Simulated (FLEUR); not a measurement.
Band structure of CsAu (Pm-3m, 2 atoms in the cell).

```xyz
2
Lattice="4.1831 0.0000 0.0000 0.0000 4.1831 0.0000 0.0000 0.0000 4.1831" Properties=species:S:1:pos:R:3 pbc="T T T"
Cs     0.0000     0.0000     0.0000
Au     2.0915     2.0915     2.0915
```

Computed with PBEsol, all-electron FLAPW (FLEUR), scalar-relativistic valence.

Settings: Kmax = 3.8 1/bohr; GmaxXC = 15.2 1/bohr; xcFunctional = PBEs; jspins = 1; l_soc = F; mode = hist; fermiSmearingEnergy = 0.00183747 Htr; mesh (inpgen div1-3) = 6 6 6; inpgen gamma flag = true; Gmax = 15.2 1/bohr; numbands = 0; maxIterBroyd = 25; imix = Anderson; alpha = 0.05.

The starting cell comes from a database of computed structures (which also holds hypothetical and non-ambient phases and stackings), without a prior relaxation at this level. Its lattice was rescaled by a random factor within 2.5 % of one. Spin-orbit coupling is off. Values depend on the basis (sphere radii, cutoffs, local orbitals), which need not be converged.

These are the values that this program gave, and no reference: the default basis lacks the next d shell.

Levels in eV from the Fermi level, bands 10 to 17:
```json
[
 {"point": "Γ", "10": "-2.73", "11": "-2.26", "12": "-2.26", "13": "-2.26", "14": "3.96", "15": "3.96", "16": "6.60", "17": "6.60"},
 {"point": "X", "10": "-2.22", "11": "-2.22", "12": "-2.22", "13": "-0.87", "14": "0.80", "15": "3.89", "16": "4.44", "17": "4.44"},
 {"point": "M", "10": "-2.44", "11": "-2.44", "12": "-2.01", "13": "-1.25", "14": "3.57", "15": "3.57", "16": "4.47", "17": "6.88"},
 {"point": "R", "10": "-2.20", "11": "-2.00", "12": "-2.00", "13": "0.00", "14": "1.37", "15": "1.37", "16": "1.37", "17": "9.28"}
]
```
